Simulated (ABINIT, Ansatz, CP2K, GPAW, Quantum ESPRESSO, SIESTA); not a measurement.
# Code comparison for SrAlGe (P-6m2, 3 atoms in the cell)

Self-consistent single point.

```
CELL_PARAMETERS angstrom
      4.29652     0.00000     0.00000
     -2.14826     3.72090     0.00000
      0.00000     0.00000     4.77902
ATOMIC_POSITIONS crystal
  Sr 0.00000 0.00000 0.00000
  Al 0.66667 0.33333 0.50000
  Ge 0.33333 0.66667 0.50000
```

All programs got the same cell, k-point mesh and kind of occupations (in Ansatz's words: kpoints.mp_grid.grid = 6 6 5; scf.occupations.method = fermi_dirac; scf.occupations.width = 0.05 eV); potentials, basis and cutoffs are each program's usual ones.

```csv
code,model,pressure (GPa),k-points,cutoff
Quantum ESPRESSO,"PBEsol, PseudoDojo standard norm-conserving (PBESOL) pseudopotentials",-1.19,21,80 Ry
SIESTA,"GGA PBEsol, numerical atomic orbitals DZP, PseudoDojo PBEsol standard norm-conserving potentials (rewritten from UPF to PSML)",2.89,96,grid 400 Ry
ABINIT,"PBEsol, norm-conserving pseudopotentials (PseudoDojo nc-sr-04 PBEsol standard)",-1.20,21,1061 eV
GPAW,"PBEsol, GPAW PAW datasets PBEsol (made by gpaw-setup)",-0.82,21,600 eV
Ansatz,"PBEsol, PAW files made with PBE",-1.19,21,default
CP2K,"PBEsol, GPW, DZVP-MOLOPT-SR-GTH basis, GTH-PBE potentials (GTH_POTENTIALS)",0.38,92,grid 500 Ry
```

The spread over the programs that give each value: pressure within 4.09 GPa.

The starting cell comes from a database of computed structures (which also holds hypothetical and non-ambient phases and stackings), without a prior relaxation at this level.

Question: Why do the programs differ, and what cannot be compared?

Answer: Differences of this kind can come from the potentials, where these differ, and from what each basis and cutoff leave unconverged. The valence holds different numbers of electrons (Quantum ESPRESSO 27, SIESTA 27, ABINIT 27, GPAW 17, Ansatz (a quantum-chemistry and plane-wave program) 27, CP2K 17). The zero of total energies and Fermi levels follows the potentials and each program's conventions, so they are not compared here. SIESTA and CP2K use small atom-centred bases, whose incompleteness enters pressures, forces and empty levels differently from a plane-wave cutoff. Ansatz's pressure is given at a fixed set of plane waves, as the other plane-wave codes print theirs. The programs reduce the same mesh by symmetry to different extents, which changes the work and not the result. In the pressure, SIESTA (by 4.08) and CP2K (by 1.57) lie more than 1 GPa from the median of the plane-wave programs.

Left out of this page: Elk and FLEUR (not drawn, or without a comparable value).

Keys are those of Ansatz 0.2.
